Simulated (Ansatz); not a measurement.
**ZrTa (model structure, P4/mmm, No. 123, 2 atoms in the cell)**

The numbers are results of PBE (plane waves, PAW; Ansatz, a program for electronic structure), not measurements.

Settings: plane-wave cutoff 520 eV, 18×18×14 k mesh (along the axes of the cell as run), Fermi–Dirac smearing 0.05 eV, scalar-relativistic PAW data made under PBE.

Cell (relaxed at this level):

```
CELL_PARAMETERS angstrom
      2.91109     0.00000     0.00000
      0.00000     2.91109     0.00000
      0.00000     0.00000     4.84650
ATOMIC_POSITIONS crystal
  Ta 0.00000 0.00000 0.00000
  Zr 0.50000 0.50000 0.50000
```

For ZrTa (model structure, P4/mmm, No. 123, 2 atoms in the cell), the band gap is none and the bulk modulus is 128 GPa.

Note: the bulk modulus is −V dP/dV from two relaxed cells at ±2 % in volume; the relaxation could raise the start's symmetry but not lower it, so the cell can be a saddle point.

Spin–orbit coupling is not included.

Computed values are for the static lattice.

Computing time: about 2.9 core-minutes (a rough figure).

A model structure was made by putting elements into a prototype or built by hand; it is no filed structure, need not be a known phase, and can be a saddle point held by its symmetry.
